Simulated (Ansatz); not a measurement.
MoP: pressure series

Consider MoP (space group P-6m2, No. 187; a = 3.241 Å, c = 3.195 Å).

Cell and atoms are relaxed at each pressure.

Computed with PBE (Ansatz, a first-principles code, PAW, no spin-orbit coupling).

Notes on the quantities. enthalpy: H = E + PV relative to the base's energy.

| change | density | enthalpy |
|---|---|---|
| base | 7.25 g/cm³ | – |
| pressure −2 GPa | 7.18 g/cm³ | -0.18 eV/atom |
| pressure −1 GPa | 7.22 g/cm³ | -0.09 eV/atom |
| pressure 3 GPa | 7.35 g/cm³ | +0.27 eV/atom |
| pressure 7 GPa | 7.47 g/cm³ | +0.63 eV/atom |
| pressure 15 GPa | 7.71 g/cm³ | +1.32 eV/atom |
| pressure 30 GPa | 8.09 g/cm³ | +2.57 eV/atom |
| pressure 50 GPa | 8.54 g/cm³ | +4.15 eV/atom |
| pressure 75 GPa | 9.02 g/cm³ | +6.02 eV/atom |
| pressure 100 GPa | 9.44 g/cm³ | +7.80 eV/atom |

Load acts through the strain it causes; cell and atoms are relaxed under it. No phonon test of stability was made. No other phases were tried under pressure. The final runs are not spin-polarised. An odd electron count without spin: MoP.
